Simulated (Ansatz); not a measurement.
# Hypothetical Fmmm Ga, response to strain

Base system: Ga (space group Fmmm, No. 69; a = 2.825 Å, b = 4.993 Å, c = 10.321 Å; a hypothetical phase, not in the database extracts checked; relaxed with 0.1 eV smearing). Axes: x, y, z lie along a, b, c of the conventional cell.

Strains are applied to the cell and any free atomic positions relax; under biaxial strain the out-of-plane vector relaxes too.

Levels (all Ansatz, a first-principles code, PAW): PBE-D3(BJ) (420 eV, scalar-relativistic without spin-orbit coupling); r2SCAN+rVV10 (500 eV, without spin-orbit coupling).

The base cell above is that of PBE-D3(BJ); each level relaxes its own structures.

Notes on the quantities. pressure: mean of the normal stresses, compression positive.

```tsv
case	pressure, PBE-D3(BJ)	pressure, r2SCAN+rVV10
biaxial strain +2.91 %, plane normal [001], relaxed out of plane	-1.7 GPa	-1.9 GPa
isotropic strain −3.83 %	8.7 GPa	9.9 GPa
uniaxial strain ε_xx = −2.79 %	1.7 GPa	___
strain tensor (xx, yy, zz, yz, xz, xy) = (−1.03, +0.00, −0.18, +1.23, −0.01, +1.16) %	0.6 GPa	___
tensor shear ε_xz = +0.95 %	0.0 GPa	0.0 GPa
```

**Question.** Complete the table.

**Answer.** 
- uniaxial strain ε_xx = −2.79 %, pressure, r2SCAN+rVV10: 2.0 GPa
- strain tensor (xx, yy, zz, yz, xz, xy) = (−1.03, +0.00, −0.18, +1.23, −0.01, +1.16) %, pressure, r2SCAN+rVV10: 0.8 GPa

The two levels differ by at most about 1.2 GPa. They put the cases in the same order.

No phonon test of stability was made. The base started in Cmce and relaxed to Fmmm at this level.
